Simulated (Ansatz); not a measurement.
Consider this model of amorphous Al₂₈O₄₇P₂.

```xyz
77
Lattice="9.6320 0.0092 -0.0502 0.0092 9.6808 0.2746 -0.0502 0.2746 9.6354" Properties=species:S:1:pos:R:3 pbc="T T T"
Al     0.9571     3.2969     8.6104
Al     1.6945     1.0936     1.6854
Al     5.8949     5.6801     7.4345
Al     6.5147     4.1641     4.9350
Al     8.5948     5.1217     8.8672
Al     6.9116     2.9703     8.0952
Al     3.7871     5.6834     5.3773
Al     1.3131     6.7465     8.7277
Al     4.3103     3.3017     7.2013
Al     4.0416     1.8741     3.7766
Al     2.2056     2.0665     6.0647
Al     0.6684     8.9171     6.5004
Al     8.5161     5.7362     2.4196
Al     7.2139     1.6815     2.8747
Al     7.3189     0.9320     5.7115
Al     5.8462     5.8612     2.9051
Al     8.6773     8.3970     8.9018
Al     0.5825     1.4467     4.0368
Al     3.9540     9.2717     0.3111
Al     8.5132     6.5029     6.1672
Al     5.5304     2.0616     0.8351
Al     8.8426     8.7646     3.7656
Al     6.3869     8.3619     1.7216
Al     3.7302     7.7581     7.4728
Al     1.1407     8.0191     1.9065
Al     5.1417     8.5081     4.8227
Al     6.0651     9.1628     7.9615
Al     8.9489     2.8971     1.1884
O      2.3584     2.7379     7.6776
O      5.5869     7.5799     3.4057
O      9.3320     7.8186     5.3479
O      6.8944     2.2993     4.5831
O      7.2964     2.2341     0.9967
O      2.1516     5.1870     5.0728
O      2.5036     6.8581     2.1207
O      7.4011     9.4995     2.8748
O      9.0323     2.2018     2.8031
O      5.2850     0.3238     0.8448
O      0.5005     7.5321     0.2831
O      0.9200     2.2612     0.5947
O      4.3775     0.2498     4.0600
O      5.0646     2.8339     8.8176
O      9.4205     5.0149     5.8375
O      7.0901     8.8430     9.4844
O      3.9624     7.4307     5.6889
O      4.4992     5.3441     1.6717
O      8.7312     6.7649     7.9655
O      4.1733     9.4234     8.1941
O      8.8670     4.6588     1.0009
O      6.8591     4.8323     8.6508
O      6.9028     5.8878     5.9461
O      3.0218     6.6072     9.3472
O      2.3158     1.9200     3.1060
O      6.0575     3.6119     6.6091
O      1.8803     7.7669     7.3669
O      5.2537     2.4067     2.5467
O      0.8779     5.0564     8.6693
O      7.2923     4.8561     3.4541
O      4.9577     4.9487     4.3073
O      0.3323     4.7969     3.3909
O      9.3609     7.3280     2.7604
O      3.7953     2.5587     5.5358
O      5.4402     7.3313     7.9083
O      2.3652     9.4583     1.0133
O      9.2754     9.4941     7.7190
O      8.7696     3.2655     8.3777
O      6.3807     9.0654     6.0827
O      0.9153     2.9883     5.1258
O      7.0620     6.6353     1.7116
O      4.1326     5.1222     7.0663
O      0.7243     9.5649     2.9509
O      1.5909     0.5604     5.4724
O      4.6014     7.7229     0.9633
O      8.7960     0.5276     4.7345
O      6.8481     1.2501     7.4170
P      0.7870     4.5670     4.8004
P      3.6593     6.4969     1.1611
```

All values below come from PBE, scalar-relativistic without spin-orbit coupling (plane waves to 420 eV, PAW; Ansatz, a quantum-chemistry and plane-wave program).

A CHGNet melt-quench gave the starting glass, which DFT then relaxed. O atoms were pushed apart under 1.9 Å during the dynamics, to hinder bonds among them. The hot cell started wider than the set density and was brought back towards it in steps. It is the lowest in DFT energy of 2 quenches. It is a model cell: composition and starting density were chosen by hand, and all elements were melted together. No dispersion term was used. Its density started from a set value of 3.01 and ended at 2.90 g/cm³. The simulated quench (nominally 410 K/ps over its main leg) is rapid and tends to freeze in more defects than a deposited or slowly cooled glass has. One small periodic cell is one sample of the glass; other quenches scatter about these values. Volume and shape were free in the relaxation.

Cut-offs for bonds: Al-Al 2.66 Å, Al-O 2.48 Å, Al-P 2.51 Å, O-O 1.58 Å, O-P 2.08 Å, P-P 2.50 Å. Two cations that share two anions don't count as bonded, nor two that share one unless they lie closer than Al-Al 2.59 Å, Al-P 2.44 Å, P-P 2.29 Å.

**Question.** Give the coordination numbers, mean bond lengths and angles.

**Answer.** 
The mean coordination of Al by anions is 4.68 (11 with 4, 15 with 5, 2 with 6) and the mean coordination of O is 2.96 (7 with 2, 35 with 3, 5 with 4). The mean coordination of P by anions is 4.00 (2 with 4) and the mean Al-O bond is 1.866 Å (spread 0.131 Å, 131 counted). The mean O-P bond is 1.546 Å (spread 0.035 Å, 8 counted) and the bond angle at Al is mean 106.8°, spread 24.1°. The bond angle at O is mean 115.7°, spread 21.3°. The bond angle at P is mean 109.3°, spread 4.6°.

**Question.** List the pairs of like atoms that count as bonded by the rules above.

**Answer.** There are none by these rules.
